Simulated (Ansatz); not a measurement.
The starting structures come from a database of crystals and need not be the phases stable at ambient conditions.

By PBEsol, the system below comes out a metal.

The ballistic (Sharvin) conductance counts the channels at the Fermi level: G/A = (e²/h) × channels of both spins per area.

Here is the system:

```yaml
crystal:
  lattice:
    - [2.77741, 0.00000, 0.00000]
    - [-1.38870, 2.40531, 0.00000]
    - [0.00000, 0.00000, 4.46371]
  atoms:
    - { symbol: Mo, position: [0.66667, 0.33333, 0.00000] }
    - { symbol: Ru, position: [0.33333, 0.66667, 0.50000] }
```

The cell is taken as given; by PBEsol it stands under a pressure of -11.5 GPa.

The current flows along the normal of the first two printed cell vectors, the (001) plane of the conventional cell. No spin-orbit coupling; the value is a mean over 0.1 eV about the Fermi level.

Task: Predict the ballistic conductance per area from PBEsol run with Ansatz (a quantum-chemistry and plane-wave program).

Result: 0.93 × 10¹⁵ S/m² for both spins.
